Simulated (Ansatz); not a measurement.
We consider ReSe (model structure, started from the WC type, P-6m2, No. 187, 2 atoms in the cell), described by LDA (Ansatz, an electronic-structure program, plane waves, PAW).

Run with plane-wave cutoff 520 eV, 18×18×16 k mesh (along the axes of the cell as run), Fermi–Dirac smearing 0.05 eV, no spin polarisation, scalar-relativistic PAW data made under PBE.

Cell (relaxed at this level):

ReSe has the hexagonal space group P-6m2 (No. 187), Pearson symbol hP2. Cell: a = b = 3.0315 Å, c = 3.8095 Å, α = β = 90.00°, γ = 120.00°. Re on 1a has 6 Se at 2.587 Å. Se on 1f is coordinated by 6 Re at 2.587 Å. (Neighbours: up to the widest gap in distance over summed covalent radii, below 1.35, at either atom; cation-cation and far metal-metal contacts left out.)

Task: Predict the bulk modulus B0.

Result: 
- bulk modulus B0: 222 GPa

Note: the run has no spin polarisation, so it can have missed a magnetic state; the bulk modulus is −V dP/dV from two relaxed cells at ±2 % in volume; the relaxation could raise the start's symmetry but not lower it, so the cell can be a saddle point.

Spin–orbit coupling is not included; it can open a gap where bands touch, and shift volumes and moduli.

Cost on a shared machine: around 5 core-minutes (rough).

A model structure was made by putting elements into a prototype or built by hand; it is no filed structure, need not be a known phase, and can be a saddle point held by its symmetry.
